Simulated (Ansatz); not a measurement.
Abridged Ansatz (a first-principles code) output:

```
Relaxation: its limit of steps is 50 (relax.max_steps)
Pseudopotential: Si, paw, valence charge 4
Pseudopotential: O, paw, valence charge 6
Crystal: 6 atoms, lattice volume = 44.626 Å³
Basis set: ecut = 420 eV, 873 PW (Γ), exchange–correlation on 60×60×36 points (8 copies of the dense FFT grid, shifted against one another)
Bands: 22, of which v1, the nominal top of the filled ones, is band 16 counted from 1 (15 counted from 0)
Symmetry: 16 space group operations
k-points: 105 of 768
Functional: x = pbesol(κ = 0.804, μ = 0.12345679012345678), c = pbesol(β = 0.046)
SCF iter   1: F=—  HF=-3492.694233 eV  |F-HF|=—  |Δ(HF+E_count)|=         —  Δρ=1.36e-2  dr2=5.56e-2  ethr=1.77e-3  ⟨swp⟩=6.0  Hψ=12693  notcnv=0  defer=3
SCF iter   2: F=—  HF=-3492.676805 eV  |F-HF|=—  |Δ(HF+E_count)|=   1.74e-2  Δρ=3.73e-3  dr2=2.85e-3  ethr=1.74e-4  ⟨swp⟩=2.4  Hψ=4962  notcnv=0  defer=179
SCF 1 converged in 7 iterations: F = -3492.675782 eV  dr2 = 1.25e-11
relax step   1: F+E_penalty+E_count = -3492.67578187 eV  Δ(F+E_penalty+E_count) = +0.000e0 eV  max|allowed force component| = 2.733e-1 eV/Å  Δτ_max = 0.0000 Å  (7 SCF iters, accepted)
Crystal: 6 atoms, lattice volume = 44.626 Å³
SCF iter   1: F=—  HF=-3492.680276 eV  |F-HF|=—  |Δ(HF+E_count)|=         —  Δρ=1.07e-3  dr2=3.39e-4  ethr=1.05e-6  ⟨swp⟩=1.3  Hψ=7235  notcnv=0  defer=180
SCF iter   2: F=—  HF=-3492.680137 eV  |F-HF|=—  |Δ(HF+E_count)|=   1.40e-4  Δρ=3.98e-4  dr2=2.81e-5  ethr=1.05e-6  ⟨swp⟩=2.6  Hψ=3784  notcnv=0  defer=180
SCF 2 converged in 5 iterations: F = -3492.680037 eV  dr2 = 5.71e-10
relax step   2: F+E_penalty+E_count = -3492.68003732 eV  Δ(F+E_penalty+E_count) = -4.255e-3 eV  max|allowed force component| = 1.859e-1 eV/Å  Δτ_max = 0.0033 Å  (5 SCF iters, accepted)
Crystal: 6 atoms, lattice volume = 44.626 Å³
SCF iter   1: F=—  HF=-3492.684516 eV  |F-HF|=—  |Δ(HF+E_count)|=         —  Δρ=2.29e-3  dr2=1.55e-3  ethr=4.85e-5  ⟨swp⟩=2.8  Hψ=6081  notcnv=0  defer=180
SCF iter   2: F=—  HF=-3492.683886 eV  |F-HF|=—  |Δ(HF+E_count)|=   6.30e-4  Δρ=8.55e-4  dr2=1.31e-4  ethr=4.84e-6  ⟨swp⟩=2.0  Hψ=4430  notcnv=0  defer=180
SCF 3 converged in 6 iterations: F = -3492.683751 eV  dr2 = 1.03e-10
relax step   3: F+E_penalty+E_count = -3492.68375075 eV  Δ(F+E_penalty+E_count) = -3.713e-3 eV  max|allowed force component| = 2.029e-3 eV/Å  Δτ_max = 0.0070 Å  (6 SCF iters, accepted)
SCF converged after 6 iterations
Free energy (F): -3492.683751 eV
Internal energy: -3492.683751 eV  (E = F + TS)
E sigma→0 (E₀):  -3492.683751 eV
Fermi energy:    14.385625 eV
--- Forces (eV/Å), atoms counted from 1 ---
  atom   1  Si    -0.00000000    -0.00000000     0.00000000
  atom   2  Si    -0.00000000     0.00000000     0.00000000
  atom   3  O     -0.00202897    -0.00202897     0.00000000
  atom   4  O     -0.00202897     0.00202897     0.00000000
  atom   5  O      0.00202897    -0.00202897     0.00000000
  atom   6  O      0.00202897     0.00202897     0.00000000
--- Stress (GPa, compression-positive) ---
       16.694003       0.000000       0.000000
        0.000000      16.694003       0.000000
        0.000000       0.000000      21.600862
  P = ⅓ Tr σ = 18.3296 GPa (183.296 kbar)
--- Relaxed structure (3 steps of the walk, 3 accepted, 0 SCFs on fresh bases) ---
  atoms:
    - { symbol: Si, position: [-1.7547975550600015e-20, -5.26439266517999e-20, 0.0] }
    - { symbol: Si, position: [0.5, 0.5, 0.49999999999999994] }
    - { symbol: O, position: [0.3042919734190731, 0.3042919734190731, 0.0] }
    - { symbol: O, position: [0.8042919734190731, 0.19570802658092687, 0.49999999999999994] }
    - { symbol: O, position: [0.19570802658092687, 0.8042919734190731, 0.49999999999999994] }
    - { symbol: O, position: [0.6957080265809268, 0.6957080265809268, 0.0] }
```

### Question
What was computed, and what are the main results?

### Answer
SiO2, 6 atoms in the cell, with PBEsol (Ansatz), no SOC. The last SCF converged to F = -3492.683751 eV, or -582.1140 eV per atom, at a pressure of 18.33 GPa. The total energy compares only with runs of the same code, potentials and settings.

The cells carry an imposed strain or load. Whether these cells are dynamically stable was not tested. The cell was made from SiO₂ in the rutile structure (space group P4_2/mnm, No. 136) by this change: isotropic strain −1.80 %.

Keys are those of Ansatz 0.2.
